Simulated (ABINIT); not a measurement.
# Sensitivity of a calculation on CuI (F-43m, 2 atoms in the cell) to its settings

```
CELL_PARAMETERS angstrom
      0.00000     3.08731     3.08731
      3.08731     0.00000     3.08731
      3.08731     3.08731     0.00000
ATOMIC_POSITIONS crystal
  Cu 0.00000 0.00000 0.00000
  I  0.25000 0.25000 0.25000
```

Base run A: LDA (PW92), PAW (JTH v2.0 LDA PAW) run with ABINIT, self-consistent single point.

Its settings: pseudos = [Cu.LDA_PW-JTH.xml, I.LDA_PW-JTH.xml]; ecut = 60 Ry; pawecutdg = 120 Ry; pawxcdev = 0; ixc = 7; occopt = 3; tsmear = 0.00073499 Ha; ngkpt = 6 6 6; nshiftk = 1; shiftk = 0 0 0; potentials = JTH v2.0 LDA PAW; nband = 18; kptopt = 1; nstep = 50; tolvrs = 1e-11.

The starting cell has typed, rounded lattice constants, without a prior relaxation at this level. Its lattice was rescaled by a random factor within 2.5 % of one. Spin-orbit coupling is off. In the base run, with a pressure of about -6 GPa the cell is away from its equilibrium volume at this level.

ΔF is the free energy per atom less that of run A. 

Runs:
- B: tolvrs: 1e-11 → default; toldfe: default → 3.7e-14 Ha
- C: nband: 18 → 17
- D: lattice scaled by 0.97
- E: occopt: 3 → 4
- F: npulayit: default → 15
- G: tolvrs: 1e-11 → 1e-14
- H: diemac: default → 1

```tsv
run	ΔF (meV/atom)	pressure (GPa)	gap on the mesh (eV)
A	0.00	-5.67	0.802
B	0.00	-5.67	0.802
C	0.00	-5.67	0.802
D	-67.5	-2.70	1.026
E	0.00	-5.67	0.802
F	0.00	-5.67	0.802
G	0.00	-5.67	0.802
H	0.00	-5.67	0.802
```

Run D against A: The free energy falls by 67.5 meV/atom, the pressure goes from -5.67 to -2.70 GPa and the gap on the mesh goes from 0.802 to 1.026 eV.

Run H against A: The free energy hardly moves (within 1 meV/atom), the pressure stays at -5.67 GPa and the gap on the mesh stays at 0.802 eV.

Run G against A: The free energy stays essentially unchanged (within 1 meV/atom), the pressure stays at -5.67 GPa and the gap on the mesh stays at 0.802 eV.
